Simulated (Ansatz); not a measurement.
**Fluorite PtAl2**

Calculation: r²SCAN (plane waves, PAW; Ansatz, an electronic-structure program).

Run with plane-wave cutoff 500 eV, 18×18×1 k mesh (along the axes of the cell as run), Fermi–Dirac smearing 0.1 eV, scalar-relativistic PAW data made under PBE.

Cell: relaxed at this level.

| Quantity | Value |
|---|---|
| surface energy of the (111) face | 1.29 J/m² |
| work function of the (111) face | 4.27 eV |

The slab of 18 atoms is relaxed and unreconstructed.

Spin–orbit coupling is not included.

Computed values are for the static lattice.

It cost about 23 core-minutes (a rough figure) of CPU time.
